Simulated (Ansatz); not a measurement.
# TiAl3 (I4/mmm, No. 139)

The numbers are results of HSE06 (plane waves, PAW; Ansatz, an electronic-structure program), not measurements.

Settings: plane-wave cutoff 500 eV, 10×10×10 k mesh, Fermi–Dirac smearing 0.1 eV, no spin polarisation, scalar-relativistic PAW data made under PBE.

Cell (relaxed at this level):

Al3Ti is taken in the tetragonal space group I4/mmm (No. 139), Pearson symbol tI8. Conventional cell: a = b = 3.820 Å, c = 8.590 Å, α = β = γ = 90.00°. Ti on 2a is coordinated by 4 Al at 2.701 Å and 8 Al at 2.874 Å and 4 Ti at 3.820 Å. Al1 on 2b has 4 Ti at 2.701 Å and 8 Al at 2.874 Å (cuboctahedral). Al2 on 4d sees 4 Al at 2.701 Å and 4 Al at 2.874 Å and 4 Ti at 2.874 Å (cuboctahedral). (Neighbours: up to the widest gap in distance over summed covalent radii, below 1.35, at either atom.)
(The calculation used a cell of 4 atoms; values per cell refer to that cell.)

```
Property  Result
--------  ------
band gap    none
```

Note: exact exchange on metals is sensitive to the k mesh and can open a false gap; the run warned that the count of filled bands differs between k points.

Computed values are for the static lattice.
